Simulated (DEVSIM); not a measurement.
System: Schottky contact on n-type Si, at 300 K.

Layer 1 from the left is Si, thickness (μm) 0.730, Nd (cm⁻³) 1.4e15, τn (s) 7.9e-5, τp (s) 7.9e-5. Layer 2 from the left is Si, thickness (μm) 1.90, Nd (cm⁻³) 4.2e18, τn (s) 7.9e-5, τp (s) 7.9e-5.

Left contact: Schottky, work function 4.57 eV, emission velocity 1.2e7 cm/s. Right contact: ohmic. Voltage is applied to the left contact. Recombination: SRH at mid-gap. Mobility is constant in doping.

Constants are typed, rounded textbook-type inputs, not results; the design itself was drawn at random and stands for no fabricated device. Values at 300 K.

Si: gap (eV) 1.124, affinity (eV) 4.05, permittivity 11.7, Nc (cm⁻³) 2.86e19, Nv (cm⁻³) 3.1e19, μn (cm²/Vs) 1417, μp (cm²/Vs) 470.

DEVSIM, 1D drift-diffusion, Boltzmann statistics, complete ionisation; no tunnelling, impact ionisation, image-force lowering or self-heating. Metal contacts follow the ideal Schottky-Mott rule: no Fermi-level pinning, no interface dipoles.

Task: What does the simulation give for the potential step across the device at zero bias, the dark forward voltage at 100 A/cm², the dark forward voltage at 1 A/cm²?

Result: potential step across the device at zero bias 0.470 V; dark forward voltage at 100 A/cm² 0.228 V; dark forward voltage at 1 A/cm² 0.081 V.
